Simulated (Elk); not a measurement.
A self-consistent single point of Mg (P6_3/mmc, 2 atoms in the cell) with Elk.

Computed with LDA (PW92), all-electron FP-LAPW, Elk's shipped species files, default APW+lo basis run with Elk 10.2.4.

```xyz
2
Lattice="3.2117 0.0000 0.0000 -1.6058 2.7814 0.0000 0.0000 0.0000 5.2055" Properties=species:S:1:pos:R:3 pbc="T T T"
Mg     0.0000     1.8543     1.3014
Mg     1.6058     0.9271     3.9041
```

Reference input (self-consistent single point, DFT, PBE, all-electron FP-LAPW, Elk's shipped species files, default APW+lo basis): xctype = 20; stype = 0; swidth = 0.00367493 Ha; ngridk = 12 12 7; maxscl = 100. This run's input differs from it in these lines:

```diff
@@ -2,5 +2,2 @@
   0
-
-xctype
-  20
```

Log, with long lists cut:

```
│ Self-consistent loop started │
│ Loop number : 1 │
 total energy                :     -398.861622888
│ Loop number : 2 │
 total energy                :     -398.866014900
RMS change in Kohn-Sham potential (target) :   0.2102696915E-01 (  0.1000000000E-05)
Absolute change in total energy (target)   :   0.4392011357E-02 (  0.1000000000E-03)
│ Loop number : 3 │
 total energy                :     -398.905816142
RMS change in Kohn-Sham potential (target) :   0.1749798656E-01 (  0.1000000000E-05)
Absolute change in total energy (target)   :   0.4089924550E-01 (  0.1000000000E-03)
│ Loop number : 4 │
   [... lines left out ...]
Absolute change in total energy (target)   :   0.6191017036E-02 (  0.1000000000E-03)
│ Loop number : 9 │
 total energy                :     -399.040415579
RMS change in Kohn-Sham potential (target) :   0.7317377683E-05 (  0.1000000000E-05)
Absolute change in total energy (target)   :   0.8843052732E-03 (  0.1000000000E-03)
│ Loop number : 10 │
 total energy                :     -399.040173888
RMS change in Kohn-Sham potential (target) :   0.8540509453E-06 (  0.1000000000E-05)
Absolute change in total energy (target)   :   0.2061549333E-04 (  0.1000000000E-03)
Convergence targets achieved

│ Loop number : 11 │

Energies :
 Fermi                       :     0.116650595369
 total energy                :     -399.040151053

Density of states at Fermi energy :    26.16037805
 (states/Hartree/unit cell)

Estimated indirect band gap :   0.2493919779E-02
 from k-point     34 to k-point     10
Estimated direct band gap   :   0.1413354768E-01
 at k-point     13

Charges :
 core                        :    4.000000000
 valence                     :    20.00000000
 interstitial                :    3.046889055
 muffin-tins (core leakage)
  species :    1 (Mg)
   atom    1                 :    10.47655547     (   0.000000000    )
   atom    2                 :    10.47655547     (   0.000000000    )
 total in muffin-tins        :    20.95311095
 total calculated charge     :    23.98900211
 total charge                :    24.00000000
 error                       :   0.1099788886E-01

│ Self-consistent loop stopped │
```

The run converged in 11 iterations. The count includes the last loop, which Elk runs after its targets are met. 

The starting cell comes from a database of computed structures (which also holds hypothetical and non-ambient phases and stackings), without a prior relaxation at this level. Its lattice was rescaled by a random factor within 2.5 % of one. Values depend on the basis (sphere radii, cutoffs, local orbitals), which need not be converged. The log's line on a gap gives a spacing of levels on this mesh, which the program prints for metals too.
